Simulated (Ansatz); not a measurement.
**Sn: biaxial strain +0.50 %, plane normal [001], relaxed out of plane**

The parent structure is Sn in the diamond structure (space group Fd-3m, No. 227; a = 6.566 Å). Axes: x, y, z lie along the cube axes.

Now apply this change: tensile biaxial strain of 0.50 % in the plane normal to [001], as in epitaxy on a mismatched substrate; the out-of-plane cell vector and the atoms relax.

Calculations: plane-wave PAW DFT at the r2SCAN level (Ansatz, a program for electronic structure, 500 eV), spin-orbit coupling left out. k-mesh 12×12×12 (Γ-centred); smearing 0.05 eV (Fermi–Dirac).

```csv
quantity,base,changed,shift
volume per atom,35.39 Å³,35.58 Å³,+0.19 Å³
space group,Fd-3m (No. 227),I4_1/amd (No. 141),–
energy relative to the base (free energy F),0 meV/atom,+0.4 meV/atom,+0.4 meV/atom
"pressure (mean of the normal stresses, compression positive)",0.0 GPa,-0.2 GPa,-0.2 GPa
band gap (uncertain: the edges found look like a band crossing or inverted bands; the changed cell),zero,0.07 eV,–
out-of-plane strain (rough),–,-0.46 %,–
mean in-plane stress (compression positive) (rough),–,-0.3 GPa,–
```

Cost of the whole job for the changed cell (relaxation, final SCF and bands): around 100 core-seconds (rough).

Without a gap, meshes like the base's 12×12×12 leave anisotropic stresses uncertain by several tenths of a GPa, and small strain energies with them. Whether these cells are dynamically stable was not tested. The zero or small gap of Sn can change with the level of theory.
